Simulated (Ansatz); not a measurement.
# CdTe: band gap against strain

CdTe (zinc blende, F-43m, 35.252 Å³/atom at rest) under an equal strain ε in the (001) plane with the normal axis free, as in a coherent film. r2SCAN in Ansatz, a plane-wave DFT program (PAW, default set), 500 eV, 9×9×9 Γ-centred mesh, Fermi-Dirac smearing 0.05 eV; ions are relaxed within the symmetry of each cell. Gaps are the smallest over the k-mesh and a band path, without spin-orbit coupling; in all rows the valence edge lies at Γ and the conduction edge at Γ.

Here s stands for strain and Eg for gap.

```csv
strain (%),gap (eV)
-3.00,?
-1.50,1.154
-1.00,1.159
-0.50,1.163
0.00,1.165
```

Taking a straight line for Eg over the 4 complete rows: Means: s -0.75000, Eg 1.1603. About the means, the sum of products is 0.0092500 and the sum of squares of s is 1.2500; the slope is their ratio. Least squares gives Eg = 1.1658 + 0.00740·s. Residuals (row less fit): -0.0007, 0.0006, 0.0009, -0.0008; standard error 0.0011 (degrees of freedom: 2). Over these rows the gap moves by 0.74 ± 0.10 eV per unit strain.

Question: Predict the withheld Eg at s = -3.00 from the fit, and compare with the calculation.

Answer: Eg = 1.1658 + 0.00740 × (-3.0) = 1.1436 eV. The calculation gives 1.134 eV, 0.0096 eV below the prediction (31.0 % of the range of Eg in the table). The row lies outside the fitted rows, so this is an extrapolation. From the scatter of the fitted rows alone, a prediction at this place has a standard error of 0.0025 eV, so the miss is 3.8 times that.

One order more, fitted to all 7 runs of the series, follows each within 0.001, so the miss is the next term of a smooth law. Spin-orbit coupling is left out, which can shift this property for CdTe. Rows are the converged runs of the series near zero and its far end; series whose fitted rows scatter by over a few per cent of the range, as at a crossing or softening among them, aren't shown in this form. Most that stay on the fit to the last digits aren't either.
